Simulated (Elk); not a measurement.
Band structure of InNi3N (Pm-3m, 5 atoms in the cell).

```
InNi3N
1.0
    3.83986     0.00000     0.00000
    0.00000     3.83986     0.00000
    0.00000     0.00000     3.83986
In Ni N
1 3 1
Direct
  0.00000   0.00000   0.00000
  0.50000   0.50000   0.00000
  0.00000   0.50000   0.50000
  0.50000   0.00000   0.50000
  0.50000   0.50000   0.50000
```

Method: LDA (PW92), all-electron FP-LAPW, Elk's shipped species files, APW+lo basis with extra local orbitals (Elk).

Settings: xctype = 3; rgkmax = 8; stype = 0; swidth = 0.00367493 Ha; ngridk = 9 9 9; gmaxvr = 14 1/bohr; nxlo = 2; lorbcnd = true; rmtscf = 0.81; lmaxi = 2.

The starting cell comes from a database of computed structures (which also holds hypothetical and non-ambient phases and stackings), without a prior relaxation at this level. Spin polarisation is off, so a magnetic state, if there is one, cannot be reached. Values depend on the basis (sphere radii, cutoffs, local orbitals), which need not be converged.

Levels in eV from the Fermi level, bands 33 to 40:
```tsv
point	33	34	35	36	37	38	39	40
Γ	-0.86	-0.86	-0.86	-0.74	0.81	2.31	2.31	2.31
X	-1.30	-0.86	-0.76	-0.76	1.06	1.36	3.84	3.84
M	-1.39	-0.96	-0.50	-0.50	-0.12	3.04	3.22	3.22
R	-1.35	-0.88	-0.88	-0.88	0.62	0.62	0.62	1.32
```

Bands cross the Fermi level along this path, so the cell is metallic at this level.
